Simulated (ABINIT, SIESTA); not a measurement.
An ABINIT input for a self-consistent single point of La₂Cu₂SeSO₂ (P4mm, 8 atoms in the cell) (DFT, PBEsol, plane waves, PAW (JTH v2.0 PBE PAW, files made for PBE)):

```
# La2Cu2SeSO2, JTH v2.0 PBE PAW
pp_dirpath "./"
pseudos "La.GGA_PBE-JTH.xml, Cu.GGA_PBE-JTH.xml, Se.GGA_PBE-JTH.xml, S.GGA_PBE-JTH.xml, O.GGA_PBE-JTH.xml"
acell 4.0614370000 4.0614370000 8.7681640000 Angstrom
rprim
         1.0000000000    0.0000000000    0.0000000000
         0.0000000000    1.0000000000    0.0000000000
         0.0000000000    0.0000000000    1.0000000000
natom 8
ntypat 5
znucl 57 29 34 16 8
typat 1 1 2 2 3 4 5 5
xred
         0.5000000000    0.5000000000    0.8588500000
         0.0000000000    0.0000000000    0.1459000000
         0.0000000000    0.5000000000    0.4916300000
         0.5000000000    0.0000000000    0.4916300000
         0.0000000000    0.0000000000    0.6681500000
         0.5000000000    0.5000000000    0.3386700000
         0.0000000000    0.5000000000    0.0025900000
         0.5000000000    0.0000000000    0.0025900000
ecut 816 eV
pawecutdg 1633 eV
pawxcdev 0
ixc -116133
occopt 3
tsmear 0.00073499
nband 53
kptopt 1
ngkpt 5 5 3
nshiftk 1
shiftk 0 0 0
nstep 60
tolvrs 1.0e-11
prtwf 0
prtden 0
enunit 2
```

**Question.** Translate this input to SIESTA.

**Answer.** One input that does it (others would too):

```
# files in the folder: La.psml Cu.psml Se.psml S.psml O.psml (PseudoDojo PBEsol standard)
SystemName  La2Cu2SeSO2
SystemLabel la2cu2seso2

NumberOfAtoms                8
NumberOfSpecies              5
%block ChemicalSpeciesLabel
  1 57 La
  2 29 Cu
  3 34 Se
  4 16 S
  5 8 O
%endblock ChemicalSpeciesLabel
LatticeConstant              1.0 Bohr
%block LatticeVectors
     7.675003602    0.000000000    0.000000000
     0.000000000    7.675003602    0.000000000
     0.000000000    0.000000000   16.569428576
%endblock LatticeVectors
AtomicCoordinatesFormat      Bohr
%block AtomicCoordinatesAndAtomicSpecies
     3.837501801    3.837501801   14.230653732  1
     0.000000000    0.000000000    2.417479629  1
     0.000000000    3.837501801    8.146028171  2
     3.837501801    0.000000000    8.146028171  2
     0.000000000    0.000000000   11.070863703  3
     3.837501801    3.837501801    5.611568376  4
     0.000000000    3.837501801    0.042914820  5
     3.837501801    0.000000000    0.042914820  5
%endblock AtomicCoordinatesAndAtomicSpecies

XC.functional                GGA
XC.authors                   PBEsol
PAO.BasisSize                TZP
PAO.EnergyShift              0.01 Ry
MeshCutoff                   350 Ry
%block kgrid.MonkhorstPack
    5   0   0  0.0
    0   5   0  0.0
    0   0   3  0.0
%endblock kgrid.MonkhorstPack
OccupationFunction           FD
ElectronicTemperature        0.02 eV

MaxSCFIterations             150
SCF.Mixer.Method             Pulay
SCF.Mixer.Weight             0.25
SCF.Mixer.History            8
SCF.DM.Tolerance             1.0E-05
Diag.ParallelOverK           true
WriteForces                  true
Charge.Mulliken              end
```

Basis settings and potentials, where a program has them, do not carry over. This input uses DFT, GGA PBEsol, numerical atomic orbitals TZP, PseudoDojo PBEsol standard norm-conserving potentials (rewritten from UPF to PSML).

The starting cell comes from a database of computed structures (which also holds hypothetical and non-ambient phases and stackings), without a prior relaxation at this level. Its lattice was rescaled by a random factor within 2.5 % of one.
